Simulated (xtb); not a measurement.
xtb 6.7.1, GFN2-xTB: Fc1c(F)c(-c2cc3cc4sccc4cc3s2)c(F)c(F)c1-c1ccco1, 35 atoms. The geometry is a generated start, not checked to be a minimum at this level.

- run flags: --grad
- method: GFN2-xTB
- --acc: 1 (default)
- --etemp (K): 300 (default)
- basis functions: 128
- valence electrons: 134

One run each on 1 thread. Values of broydamp tried: 0.02, 0.05, 0.1, 0.2, 0.4 (default), 0.6, 0.8, 1.

Problem. Predict the course of the SCC iterations along this series.

Solution. Fewest SCC iterations, within one of each other: 0.2 with 13, 0.4 (default) with 13, 0.6 with 13, 0.8 with 14. The count rises to 20 at 0.02. All converge to one solution.

```csv
broydamp,SCC iterations,end
0.02,20,same solution
0.05,18,same solution
0.1,15,same solution
0.2,13,same solution
0.4 (default),13,same solution
0.6,13,same solution
0.8,14,same solution
1,15,same solution
```
